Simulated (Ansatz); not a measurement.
ZrPt3, pressure series

Consider ZrPt₃ (space group P6_3/mmc, No. 194; a cell from a computed database, its experimental status unchecked).

```
CELL_PARAMETERS angstrom
      5.65371     0.00000     0.00000
     -2.82685     4.89625     0.00000
      0.00000     0.00000     9.23395
ATOMIC_POSITIONS crystal
  Zr 0.00000 0.00000 0.50000
  Zr 0.00000 0.00000 0.00000
  Zr 0.33333 0.66667 0.25000
  Zr 0.66667 0.33333 0.75000
  Pt 0.50000 0.50000 0.50000
  Pt 0.00000 0.50000 0.00000
  Pt 0.50000 0.00000 0.50000
  Pt 0.50000 0.50000 0.00000
  Pt 0.00000 0.50000 0.50000
  Pt 0.50000 0.00000 0.00000
  Pt 0.82982 0.65965 0.25000
  Pt 0.17018 0.34035 0.75000
  Pt 0.17018 0.82982 0.75000
  Pt 0.82982 0.17018 0.25000
  Pt 0.34035 0.17018 0.25000
  Pt 0.65965 0.82982 0.75000
```

Cell and atoms are relaxed at each pressure.

Calculations: PBEsol (Ansatz, a first-principles code; PAW; 420 eV plane waves; no spin-orbit coupling).

```json
[
 {"P (GPa)": "-2.00", "V (Å³/atom)": "16.107"},
 {"P (GPa)": "-1.00", "V (Å³/atom)": "16.040"},
 {"P (GPa)": "0.30", "V (Å³/atom)": "15.956"},
 {"P (GPa)": "0.70", "V (Å³/atom)": "15.931"},
 {"P (GPa)": "1.49", "V (Å³/atom)": "15.882"},
 {"P (GPa)": "3.00", "V (Å³/atom)": "15.790"},
 {"P (GPa)": "5.00", "V (Å³/atom)": "15.672"},
 {"P (GPa)": "7.50", "V (Å³/atom)": "15.533"},
 {"P (GPa)": "10.00", "V (Å³/atom)": "15.400"}
]
```

Q: Fit a third-order Birch–Murnaghan equation of state.

A: Least squares on P(V) = (3B₀/2)[(V₀/V)^(7/3) − (V₀/V)^(5/3)]·[1 + (3/4)(B₀′ − 4)((V₀/V)^(2/3) − 1)] gives V₀ = 15.98 Å³/atom, B₀ = 249 GPa and B₀′ = 4.9.

Load acts through the strain it causes; cell and atoms are relaxed under it. Whether these cells are dynamically stable was not tested. No other phases were tried under pressure. The final runs are not spin-polarised.
